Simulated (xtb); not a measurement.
xtb 6.7.1, GFN1-xTB: Ta(NH)(NH2)(OSiH3)2 ([NH]=[Ta]([NH2])([O][SiH3])[O][SiH3]), 16 atoms. The geometry is a generated start, not checked to be a minimum at this level.

```json
{
 "method": "GFN1-xTB",
 "--acc": "1 (default)",
 "--etemp (K)": "300 (default)",
 "detailed input (--input)": "none: ANC optimiser, Lindh (1995) Hessian, microcycle=20, maxdispl=1.0, hlow=0.01 (default)",
 "basis_functions": "64",
 "valence_electrons": "44"
}
```

```xyz
16

Ta    -0.5999     0.0807     0.4194
N     -2.3189    -0.3916     0.2000
H     -3.2674    -0.6655    -0.0240
N     -0.6064     0.9674     2.2125
H     -1.3722     1.1468     2.8547
H      0.2260     1.4043     2.6038
O      0.5418    -1.4775     0.4374
Si     1.1392    -2.9644     0.2737
H      0.1034    -3.9319     0.6495
H      2.2993    -3.0423     1.1739
H      1.5522    -3.1251    -1.1282
O      0.0020     1.3218    -0.9161
Si     0.4710     2.4364    -1.9770
H     -0.2812     2.2392    -3.2199
H      1.9152     2.2541    -2.1895
H      0.1960     3.7475    -1.3703
```

Charge 0 and multiplicity 1 are set for this test and not shown to be the ground state.

The structure is relaxed from this start with --opt LEVEL for the levels crude, sloppy, loose, lax, normal, tight, vtight, extreme, once each. Up to the end of the extreme run atoms move by at most 1.7 Å along an axis.

Which level is enough to come within 1 meV of the tightest end point?

normal: 112 cycles against 117, ending 0.042 meV above.

| level | cycles | energy above the extreme run (meV) | gradient norm (eV/Å) |
|---|---|---|---|
| crude | 4 | 360 | 0.36 |
| sloppy | 6 | 350 | 0.11 |
| loose | 7 | 350 | 0.069 |
| lax | 22 | 330 | 0.057 |
| normal | 112 | 0.042 | 0.043 |
| tight | 114 | under 0.01 | 0.0055 |
| vtight | 116 | under 0.01 | 0.0042 |
| extreme | 117 | — | 0.0025 |
